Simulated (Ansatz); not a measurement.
System: TiAl₃ (I4/mmm, No. 139). Method: PBE (PAW; Ansatz, a program for electronic structure).

Settings: plane-wave cutoff 520 eV, 20×20×20 k mesh, Fermi–Dirac smearing 0.05 eV, no spin polarisation, scalar-relativistic PAW data made under PBE.

Shape and atoms are relaxed at each volume.

Pressure at four volumes; x = ln(V/15.936 Å³). One pressure is withheld.

| V (Å³/atom) | x | P (GPa) |
|---|---|---|
| 15.299 | -0.0408 | 4.69 |
| 15.936 | 0.0000 | 0.00 |
| 16.255 | 0.0198 | -2.01 |
| 16.574 | 0.0393 | ? |

Question: Pass a parabola P(x) through the three rows shown, estimate the bulk modulus and its pressure derivative near zero pressure, and predict the withheld pressure.

Answer: Slopes between the rows: (0.00 − (4.69))/(0.0000 − (-0.0408)) = -114.95 and (-2.01 − (0.00))/(0.0198 − (0.0000)) = -101.52 GPa. Their difference over the span 0.0606 is c = 13.43/0.0606 = 221.6 GPa, so P(x) = 4.69 + (-114.95)(x − (-0.0408)) + 221.6 (x − (-0.0408))(x − (0.0000)). At the middle row B = −dP/dx = −[-114.95 + 221.6 × 0.0408] = 105.9 GPa, and B′ = dB/dP = 2c/B = 4.2. At x = 0.0393 the parabola gives -3.82 GPa; the run gives -3.82 GPa. The Birch–Murnaghan fit to the energies at all volumes has B0 = 106 GPa and B′ = 4.1.
